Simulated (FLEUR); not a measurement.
## Converging the basis cutoff: ZnSe (R3m, 2 atoms in the cell)

```
ZnSe
1.0
    0.00000     2.82083     2.82083
    2.82083     0.00000     2.82083
    2.82083     2.82083     0.00000
Zn Se
1 1
Direct
  0.00512   0.00512   0.00512
  0.25000   0.25000   0.25000
```

Method of the run: LDA (Perdew-Zunger), all-electron FLAPW (FLEUR), scalar-relativistic valence in FLEUR.

Base settings: Kmax = 3.8 1/bohr; GmaxXC = 11.4 1/bohr; xcFunctional = pz; jspins = 1; l_soc = F; mode = hist; fermiSmearingEnergy = 0.00036749 Htr; mesh (inpgen div1-3) = 3 3 3; inpgen gamma flag = false; Gmax = 11.4 1/bohr.

Moved along: Gmax, GmaxXC.

The mesh stays at the base's, so the ladder's end is converged at best in this setting alone.

Only quantities that move along the ladder and can be compared are tabulated; the gap is left out on so coarse a mesh.

These are the values that this program gave, and no reference: the default basis lacks the next d shell.

The starting cell has typed, rounded lattice constants, without a prior relaxation at this level. Its lattice was rescaled by up to half a per cent. One atom was moved a little off its site on purpose. Values depend on the basis (sphere radii, cutoffs, local orbitals), which need not be converged.

| Kmax | free energy less the last step's (meV/atom) |
|---|---|
| 2.25 1/bohr | 26738.02 |
| 2.4 1/bohr | 18257.33 |
| 2.55 1/bohr | 12419.24 |
| 2.69 1/bohr | 7664.42 |
| 2.82 1/bohr | 5324.57 |
| 2.94 1/bohr | 3863.17 |
| 3.18 1/bohr | 1753.79 |
| 3.4 1/bohr | 869.18 |
| 3.6 1/bohr | 504.53 |
| 3.8 1/bohr | 247.63 |
| 3.99 1/bohr | 137.06 |
| 4.16 1/bohr | 83.07 |
| 4.42 1/bohr | 33.47 |
| 4.65 1/bohr | 14.79 |
| 5.03 1/bohr | 0.00 |

Coarsest Kmax that holds the free energy within 5 meV/atom: not settled: the last two steps still differ by 15 meV/atom, over half the tolerance, so the ladder does not show it.
